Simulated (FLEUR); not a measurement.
Band structure of V3Ge (Pm-3n, 8 atoms in the cell).

```xyz
8
Lattice="4.7871 0.0000 0.0000 0.0000 4.7871 0.0000 0.0000 0.0000 4.7871" Properties=species:S:1:pos:R:3 pbc="T T T"
V      2.3936     1.1968     0.0000
V      2.3936     3.5903     0.0000
V      1.1968     0.0000     2.3936
V      3.5903     0.0000     2.3936
V      0.0000     2.3936     1.1968
V      0.0000     2.3936     3.5903
Ge     2.3936     2.3936     2.3936
Ge     0.0000     0.0000     0.0000
```
Moments meant for the start (each program seeds them in its own way; μB, in the order of the atoms V V V V V V Ge Ge): 2.0 2.0 2.0 2.0 2.0 2.0 0.0 0.0.

Level of theory: FLEUR with PBEsol, all-electron FLAPW (FLEUR), scalar-relativistic valence.

Settings: Kmax = 3.9 1/bohr; GmaxXC = 11.7 1/bohr; xcFunctional = PBEs; jspins = 2; l_soc = F; mode = hist; fermiSmearingEnergy = 0.00499791 Htr; mesh (inpgen div1-3) = 3 3 3; inpgen gamma flag = false; Gmax = 11.7 1/bohr; numbands = 0; maxIterBroyd = 99; imix = Anderson; alpha = 0.05.

The starting cell comes from a database of computed structures (which also holds hypothetical and non-ambient phases and stackings), without a prior relaxation at this level. Its lattice was rescaled by a random factor within 2.5 % of one. Values depend on the basis (sphere radii, cutoffs, local orbitals), which need not be converged.

Levels in eV from the Fermi level, bands 51 to 58 of the first spin channel:
| point | 51 | 52 | 53 | 54 | 55 | 56 | 57 | 58 |
|---|---|---|---|---|---|---|---|---|
| Γ | -0.54 | -0.54 | -0.13 | -0.13 | 1.73 | 1.73 | 1.73 | 2.37 |
| X | -0.70 | -0.70 | -0.54 | -0.54 | 1.08 | 1.08 | 1.65 | 1.65 |
| M | -0.04 | 0.27 | 0.27 | 0.38 | 0.38 | 0.46 | 0.62 | 0.84 |
| R | -0.04 | -0.04 | -0.04 | -0.04 | 0.07 | 0.07 | 0.07 | 0.07 |
